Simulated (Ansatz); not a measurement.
Start from Ru in the hcp (Mg type) structure (space group P6_3/mmc, No. 194; a = 2.704 Å, c = 4.263 Å; relaxed with 0.1 eV smearing). Axes: x lies along a and z along c of the hexagonal cell.

Structures relaxed with r2SCAN/PAW in Ansatz (an electronic-structure program), no SOC.

Base:

Simulated powder pattern, Cu Kα1, λ = 1.54056 Å (kinematic, ideal powder, no thermal factors, no anomalous dispersion; the 14 strongest lines at most, above 2 %, up to 2θ = 90°):

```csv
2θ (°),I/Imax (%),hkl
38.40,25,(100)
42.37,25,(002)
44.08,100,(101)
58.50,14,(102)
69.45,16,(110)
78.70,17,(103)
82.26,2.6,(200)
84.85,19,(112)
86.03,14,(201)
```

Now apply this change: compressive biaxial strain of 1.50 % in the plane normal to [001], as in epitaxy on a mismatched substrate; the out-of-plane cell vector and the atoms relax.

After the change:

Simulated powder pattern, Cu Kα1, λ = 1.54056 Å (kinematic, ideal powder, no thermal factors, no anomalous dispersion; the 14 strongest lines at most, above 2 %, up to 2θ = 90°):

| 2θ (°) | d (Å) | I/Imax (%) | hkl |
|---|---|---|---|
| 39.01 | 2.307 | 25 | (100) |
| 42.01 | 2.149 | 26 | (002) |
| 44.54 | 2.033 | 100 | (101) |
| 58.66 | 1.572 | 14 | (102) |
| 70.67 | 1.332 | 16 | (110) |
| 78.53 | 1.217 | 18 | (103) |
| 83.80 | 1.153 | 2.6 | (200) |
| 85.75 | 1.132 | 19 | (112) |
| 87.49 | 1.114 | 14 | (201) |

The indices refer to the base's conventional cell; one index is shown for lines that coincide.

Whether these cells are dynamically stable was not tested. All final runs are without spin polarisation.
